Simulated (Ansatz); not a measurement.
**What pressure 45 GPa does to Au**

Start from Au in the fcc (Cu type) structure (space group Fm-3m, No. 225; a = 4.083 Å).

Modification: a hydrostatic pressure of 45 GPa.

All numbers come from PBEsol in Ansatz (plane waves to 420 eV, PAW, no SOC). Γ-centred 20×20×20 mesh, Fermi–Dirac width 0.05 eV.

| quantity | base | changed | shift |
|---|---|---|---|
| volume per atom | 17.02 Å³ | 14.47 Å³ | -2.55 Å³ |
| lattice parameter a | 4.083 Å | 3.868 Å | -0.215 Å |
| shortest interatomic distance | 2.887 Å | 2.735 Å | -0.152 Å |
| enthalpy H = E + PV relative to the base's energy | – | +4.36 eV/atom | – |
| band gap | zero | zero | – |

Final structure:

```
Au
1.0
    0.00000     1.93400     1.93400
    1.93400     0.00000     1.93400
    1.93400     1.93400     0.00000
Au
1
Cartesian
  0.00000   0.00000   0.00000
```

Load acts through the strain it causes; cell and atoms are relaxed under it. No phonon test of stability was made. No other phases were tried under pressure.

Ansatz is a first-principles code.
